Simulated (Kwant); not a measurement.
Kwant, Hückel tight-binding model, one pz orbital an atom, one spin, coherent transport at 0 K. Conductance is in e²/h.

Model system: π system c1cc2sccc2s1 between two chain leads. The π system is taken as planar. Atoms are numbered from 0 in the order of the SMILES. Site energies (eV, carbon 0): [0.0, 0.0, 0.0, -3.3, 0.0, 0.0, 0.0, -3.3]. Bonds (i, j, β in eV): (0,1,-3) (1,2,-3) (2,3,-2.1) (3,4,-2.1) (4,5,-3) (5,6,-3) (6,7,-2.1) (7,0,-2.1) (6,2,-3). Leads: chains of hopping −4.5 eV, joined by −0.9 eV to atoms 0 and 1.

Site energies and bond integrals are typed Hückel values.

Sweep values stay those of the base run.

One input was changed, with this effect: transmission at E = 0 0.010 → 0.00029.

Question: Which change was it?
A. contacts moved from atoms [0, 1] to [0, 5]
B. contacts moved from atoms [0, 1] to [1, 5]
C. contacts moved from atoms [0, 1] to [0, 4]

Answer: B, contacts moved from atoms [0, 1] to [1, 5]
